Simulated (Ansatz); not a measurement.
Consider CuAu (space group P4/mmm, No. 123; a = 2.813 Å, c = 3.593 Å; relaxed with 0.1 eV smearing). Axes: x, y, z lie along a, b, c of the conventional cell.

Calculations: Kohn–Sham DFT with the PBEsol functional, run in Ansatz (a quantum-chemistry and plane-wave program) with PAW and 420 eV plane waves, spin-orbit coupling left out.

Before the change:

```
Quantity    Value
--------  -------
Pressure  0.0 GPa
```

It is then changed as follows: tensor shear ε_xz = +0.86 % (engineering shear γ = 0.0172), atoms relaxed at fixed cell.

What does the calculation give for the pressure and energy relative to the base after the change?

The pressure (mean of the normal stresses, compression positive) hardly moves (0.0 GPa against 0.1 GPa); the energy goes up by 0.9 meV/atom.

The cells carry an imposed strain or load. Whether these cells are dynamically stable was not tested. All final runs are without spin polarisation.
